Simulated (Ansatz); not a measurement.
Consider MgS in the rock salt structure (space group Fm-3m, No. 225).

```xyz
2
Lattice="0.0000 2.5910 2.5910 2.5910 0.0000 2.5910 2.5910 2.5910 0.0000" Properties=species:S:1:pos:R:3 pbc="T T T"
Mg     0.0000     0.0000     0.0000
S      2.5910     2.5910     2.5910
```

Cartesian axes are those of the cell as printed.

The values are results of PBEsol/PAW in Ansatz (a program for electronic structure), no spin-orbit coupling, not measurements.

Base values:

| Quantity | Result |
|---|---|
| Band gap | 2.73 eV |
| Smallest direct gap | 3.69 eV |
| Valence-band top at Γ | 0.00, 0.00, 0.00 eV |

The change: a pure shear with ε_xy = ε_yx = 0.0057, atoms relaxed at fixed cell.

Question: What happens to the band gap, stress, energy relative to the base, smallest direct gap and valence-band top at Γ?

Answer: The band gap falls by 0.06 eV to 2.67 eV; the stress (xx, yy, zz, yz, xz, xy; compression positive) is (0.01, 0.01, -0.01, 0.00, 0.00, -0.62) GPa; the energy increases by 0.4 meV/atom; the smallest direct gap decreases by 0.06 eV (3.69 eV → 3.63 eV); the valence-band top at Γ (three highest levels, from the VBM) changes from 0.00, 0.00, 0.00 eV to 0.00, -0.05, -0.11 eV.

The cells carry an imposed strain or load. Gaps are read on the SCF mesh and a high-symmetry path. Whether these cells are dynamically stable was not tested.
